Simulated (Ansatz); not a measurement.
Point defects in MnSi

The parent structure is an 8-atom supercell of MnSi (space group P2_13, No. 198; ferromagnetic) at its relaxed geometry.

```
CELL_PARAMETERS angstrom
      4.51822     0.00000     0.00000
      0.00000     4.51822     0.00000
      0.00000     0.00000     4.51822
ATOMIC_POSITIONS crystal
  Mn 0.13642 0.13642 0.13642
  Mn 0.63642 0.36358 0.86358
  Mn 0.86358 0.63642 0.36358
  Mn 0.36358 0.86358 0.63642
  Si 0.84517 0.84517 0.84517
  Si 0.34517 0.65483 0.15483
  Si 0.15483 0.34517 0.65483
  Si 0.65483 0.15483 0.34517
```

One neutral defect a cell, atoms relaxed at fixed cell.

Level of theory: PBE, PAW, 420 eV (Ansatz, an electronic-structure program; spin-orbit coupling left out), earlier PAW set.

| case | largest displacement of a host atom from its site in the perfect cell | pressure |
|---|---|---|
| perfect supercell | – | 0.0 GPa |
| Mg on a Si site | 0.17 Å | 13.1 GPa |
| Si vacancy | … | … |
| Hg on a Mn site | 0.22 Å | 27.8 GPa |
| Mn vacancy, symmetric start | 0.15 Å | -4.6 GPa |

Question: Some entries are withheld; estimate them.

Answer: 
- Si vacancy, largest displacement of a host atom from its site in the perfect cell: 0.11 Å
- Si vacancy, pressure: -3.4 GPa

The magnetic state is the one reached from the starting moments; the real material's order can differ, and small cells can't hold many antiferromagnetic ones. The cell is small, so the values are those of an ordered compound at a high defect concentration; dilute-limit values will differ. Defects with a symmetric start kept the site's symmetry and may sit on a saddle; the others started slightly shaken.
